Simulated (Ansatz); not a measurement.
The reference is CuAu (space group P4/mmm, No. 123; a = 2.8129 Å, c = 3.5930 Å; relaxed with 0.1 eV smearing).

Calculations: PBEsol (Ansatz, an electronic-structure program, PAW, no spin-orbit coupling).

Before the change:

Pressure: 0.0 GPa

Modification: every lattice vector is shortened by 2.50 %; the atoms relax in the strained cell.

What does the calculation give for the energy relative to the base after the change?

The energy grows by 48 meV/atom.

Predict the new pressure.

The pressure (mean of the normal stresses, compression positive) goes from zero to 16.0 GPa.

No phonon test of stability was made. All final runs are without spin polarisation.
